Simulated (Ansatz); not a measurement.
Take SiGe in the wurtzite structure (space group P6_3mc, No. 186; a = 3.904 Å, c = 6.454 Å; a model cell, its experimental status unchecked) as the base.

Modification: Pb replaces 25.0 % of the Ge, ordered in a cell of 8 atoms (starting symmetry Pm) and fully relaxed.

The other end (x = 1) is PbSi in the wurtzite structure (space group P6_3mc, No. 186; a hypothetical phase, not in the database extracts checked): 29.85 Å³/atom, gap zero; this end may not be an ambient phase.

Levels (all Ansatz, a quantum-chemistry and plane-wave program, PAW, earlier PAW set): r2SCAN (500 eV, no spin-orbit coupling); HSE06 (420 eV, no SOC).

The geometry is relaxed with r2SCAN.

* **r2SCAN band gap**: zero

Question: Predict the band gap from HSE06.

Answer: The band gap changes from zero to 0.24 eV.

Single points use the geometry relaxed with r2SCAN. HSE06 was sampled on its mesh, a few special points and the semilocal edge points, so its gap is an upper bound. Each cell is one ordered arrangement of few atoms, which overstates ordering effects compared with a random alloy. Spin-orbit coupling, missing from the scalar runs, can matter with Pb. No phonon test of stability was made. All final runs are without spin polarisation. Gaps under 0.05 eV, about the width of the smearing, are given as zero. The zero or small gap of PbSi4Ge3 and PbSi can change with the level of theory.
